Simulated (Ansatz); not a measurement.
**wurtzite AlN (0 0 1) on 4H silicon carbide (0 0 1) (film strained to the substrate, started from cuts of the bulks and a machine-learned relaxation; metallic at this level, with no gap by band count; slabs Si8C8 and Al6N6, which can lie off the formulas)**

A periodic stack without vacuum, wurtzite AlN (0 0 1) on 4H silicon carbide (0 0 1) (film strained to the substrate, started from cuts of the bulks and a machine-learned relaxation; metallic at this level, with no gap by band count; slabs Si8C8 and Al6N6, which can lie off the formulas): substrate slab Si8C8, film Al6N6, surface cells [[0, 1], [-1, 0]] and [[0, 1], [-1, 0]], film strained by -1.2 and -1.2 %, outermost planes C/Si and Al/N as cut, which need not be the usual terminations and can put a slab off its formula.

The start was prepared with a machine-learned potential, and the result is one local minimum, with the in-plane cell held and forces under 0.04 eV/Å; the film can end far from its bulk form.

Values marked by level come from PBE (plane waves to 420 eV, PAW; Ansatz, a quantum-chemistry and plane-wave program); HSE06 (plane waves to 420 eV, PAW; Ansatz). Geometries and values that name no level are of the first. No spin–orbit coupling; PBE gaps are too small against experiment. Its k-point mesh 9×9×1, Fermi–Dirac width 0.05 eV. HSE06 ran on meshes of its own (7×7×2, 6×6×3); its edges and gaps are taken over the mesh and over extra points off it, mostly where PBE has its edges.

| Quantity | Value |
|---|---|
| interface area | 8.3 Å² |
| period | 36.52 Å |
| heights between the nearest atoms of the two slabs at the two interfaces | 2.12 and 1.30 Å |
| Al–Si contacts across the interfaces within 1.22 times the sum of covalent radii | 3, mean 2.78 Å |
| C–N contacts across the interfaces within 1.22 times the sum of covalent radii | 1, mean 1.30 Å |
| PBE gap of the stack on the mesh, by band count | none or nearly none, so that the stack is metallic at this level |
| two interfaces | unlike, so that offsets are their mean |
| Fermi level over the substrate's valence edge (PBE) | +1.68 eV |
| valence offset, film less substrate (PBE, at the middle of a substrate layer that carries a field) | -0.61 eV |
| conduction offset (PBE, at the middle of a substrate layer that carries a field) | +1.43 eV |
| valence offset, film less substrate (HSE06 edges on the PBE line-up, at the middle of a substrate layer that carries a field) | -0.94 eV |
| conduction offset (HSE06 edges on the PBE line-up, at the middle of a substrate layer that carries a field) | +1.56 eV |
| spin-polarised check at this geometry | falls back to no moment |
| slope of the mean potential energy in the substrate | +3.5 MV/cm × e |
| levels of the stack inside the substrate's PBE gap at the listed points (of the film's bands or of the interfaces) | 3 |

```xyz
28
Lattice="3.0938 0.0003 -0.0427 1.5471 2.6795 0.0110 0.5318 -0.4554 36.5162" Properties=species:S:1:pos:R:3 pbc="T T T"
Si     2.7753     0.3237     1.3205
Si     2.8488     0.2599     6.3826
Si     1.2654     1.1846     3.8809
Si     2.8853     2.0145     8.9359
C      2.8032     0.2995     3.2127
C      2.8761     0.2361     8.2769
C      1.2930     1.1606     5.7824
C      2.7638     2.1201     0.5247
Si     2.9216     0.1967    11.4457
Si     2.9940     0.1341    16.5106
Si     1.4111     1.0582    14.0106
Si     3.0304     1.8889    19.0976
C      2.9489     0.1730    13.3408
C      3.0211     0.1107    18.4130
C      1.4384     1.0347    15.9129
C      2.9128     1.9907    10.8368
Al     1.5179     0.9720    21.2318
Al     3.1018     1.8345    23.7695
N      1.5458     0.9490    23.1434
N      3.1294     1.8106    25.6572
Al     1.5915     0.9094    26.3144
Al     3.1751     1.7710    28.8379
N      1.6191     0.8856    28.2016
N      3.2028     1.7470    30.7256
Al     1.6649     0.8458    31.3830
Al     3.2482     1.7072    33.9015
N      1.6923     0.8218    33.2724
N      3.2776     1.6806    35.7392
```
